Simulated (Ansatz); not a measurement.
Consider the following.

```yaml
crystal:
  lattice:
    - [0.00000, 2.57643, 2.59888]
    - [2.57643, 0.00000, 2.59888]
    - [2.57643, 2.57643, 0.00000]
  atoms:
    - { symbol: Mg, position: [0.00000, 0.00000, 0.00000] }
    - { symbol: S, position: [0.50000, 0.50000, 0.50000] }
```

Method: PBEsol with spin-orbit coupling, rigid bands (plane waves, PAW; Ansatz, a first-principles code). Condition of this run: biaxial stress xx = yy = 1 GPa (compression positive) (the target of the relaxation). Cell: cell and atoms relaxed with PBEsol, then loaded as said.

What conductivity effective mass do dilute holes have at 300 K?

1.19 (x), 1.19 (y), 1.11 (z) mₑ.

What conductivity effective mass do dilute electrons have at 300 K?

0.38 (x), 0.38 (y), 0.31 (z) mₑ.

And the band gap?

2.68 eV at this level; semilocal functionals usually fall short of the measured gap.

Rigid bands, one relaxation time for all states, no polarons.
